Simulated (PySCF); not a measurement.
PySCF 2.14.0, unrestricted PBE/def2-svpd, df: vinylidene fluoride anion (C=C(F)F), charge -1, multiplicity 2, 6 atoms. The geometry is a generated start, not checked to be a minimum at this level.

```yaml
task: energy
method: pbe
basis: def2-svpd
two_electron_scheme: density fitting
mol.max_memory: 3000 MB
mf.max_cycle: 100
mf.init_guess: minao (default)
mf.DIIS: CDIIS (default)
mf.diis_space: 8 (default)
mf.conv_tol: 1e-09 (default)
mf.grids.level: 3 (default)
basis_functions: 102
grid_points: 76376
```

```xyz
6

C      0.7230    -0.0997    -0.0505
C     -0.5737     0.0762     0.0410
F     -1.4792    -0.8885     0.1120
F     -1.1838     1.2541     0.0800
H      1.3776     0.7473    -0.1072
H      1.1360    -1.0895    -0.0753
```

Charge -1 and multiplicity 2 are set for this test and not shown to be the ground state.

One run each on 2 threads, 1 BLAS thread. Values of level_shift (Hartree) tried: 0 (default), 0.1, 0.3, 1.

Task: How does the count of Fock builds change with level_shift (Hartree), and where is it least?

Result: Fewest Fock builds: 0 (default) with 16. The count rises to 34 at 0.1. The run ends without SCF convergence in 100 cycles at 0.3, 1.

```csv
level_shift (Hartree),Fock builds,end
0 (default),16,same solution
0.1,34,same solution
0.3,101,no convergence
1,101,no convergence
```
